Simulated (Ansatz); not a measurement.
# Quick settings and what they miss: ZnPd4 (R-3m, 5 atoms in the cell)

Self-consistent single point.

```
CELL_PARAMETERS angstrom
      1.42928     0.82520    11.07929
     -1.42928     0.82520    11.07929
      0.00000    -1.65039    11.07929
ATOMIC_POSITIONS crystal
  Zn 0.00000 0.00000 0.00000
  Pd 0.60442 0.60442 0.60442
  Pd 0.39558 0.39558 0.39558
  Pd 0.20118 0.20118 0.20118
  Pd 0.79882 0.79882 0.79882
```

Computed with r2SCAN, default PAW files made with PBE (plane waves; Ansatz, a quantum-chemistry and plane-wave program).

Base settings: basis.ecutwfc = 500 eV; kpoints.mp_grid.grid = 8 8 8; hamiltonian.xc = r2scan; hamiltonian.pseudopotentials = {kind: paw} (the program's default PAW files); scf.occupations.method = fermi_dirac; scf.occupations.width = 0.1 eV.

Tight run (finer mesh or higher cutoff; not a proven limit): basis.ecutwfc: 500 eV → 700 eV; kpoints.mp_grid.grid: 8 8 8 → 11 11 11; scf.convergence.dr2_threshold: default (1e-07 eV) → 1e-09 eV. It gave Fermi level (on the code's own zero) 16.40 eV; pressure -9.67 GPa; largest force (vector length) 0.165 eV/Å.

Quick runs, as changes from the base:
- A: the base itself
- B: basis.ecutwfc: 500 eV → 300 eV; kpoints.mp_grid.grid: 8 8 8 → 6 6 6; scf.occupations.method: fermi_dirac → gaussian; scf.occupations.width: 0.1 eV → 0.272 eV
- C: basis.ecutwfc: 500 eV → 250 eV; kpoints.mp_grid.grid: 8 8 8 → 2 2 2; scf.occupations.method: fermi_dirac → gaussian; scf.occupations.width: 0.1 eV → 0.136 eV
- D: basis.ecutwfc: 500 eV → 350 eV; kpoints.mp_grid.grid: 8 8 8 → 4 4 4
- E: basis.ecutwfc: 500 eV → 400 eV; kpoints.mp_grid.grid: 8 8 8 → 2 2 2; scf.occupations.width: 0.1 eV → 0.272 eV; kpoints.mp_grid.shift: default → 0.5 0.5 0.5
- F: basis.ecutwfc: 500 eV → 420 eV; kpoints.mp_grid.grid: 8 8 8 → 4 4 4; hamiltonian.xc: r2scan → lda; scf.occupations.method: fermi_dirac → cold; scf.occupations.width: 0.1 eV → 0.5 eV; scf.convergence.dr2_threshold: default (1e-07 eV) → 0.001 eV [LDA (PW92)]

Energies are extrapolated to zero smearing width, which holds to low order in the width alone.

Dashes: energy of F, another energy zero; count of F, another kind of functional, whose work the count does not hold.

† marks runs with another functional, U, potentials or spin treatment: their distance from the tight run is not a convergence error alone.

The count of work is k-points × plane waves × bands × iterations; it is no time. 

Pressures in the table are Ansatz's without its Pulay estimate, at a fixed set of plane waves; the tight run's value above holds the estimate.

The starting cell comes from a database of computed structures (which also holds hypothetical and non-ambient phases and stackings), without a prior relaxation at this level. Its lattice was rescaled by a random factor within 2.5 % of one. Spin polarisation is off. In the base run, with a pressure of about -10 GPa the cell is away from its equilibrium volume at this level.

| run | energy less tight (meV/atom) | pressure less tight (GPa) | largest miss in a force vector (eV/Å) | count of work / tight |
|---|---|---|---|---|
| A | 7.4 | -0.03 | 0.036 | 0.21 |
| B | 180.7 | -18.25 | 0.073 | 0.051 |
| C | 2577.8 | -94.78 | 0.323 | 0.0046 |
| D | -30.0 | -1.81 | 0.094 | 0.023 |
| E | 933.9 | 17.01 | 0.261 | 0.0054 |
| F† | – | -9.18 | 0.060 | – |

Among the runs at the tight run's level, the energy misses run from 7.4 to 2577.8 meV/atom.

Keys are those of Ansatz 0.2.
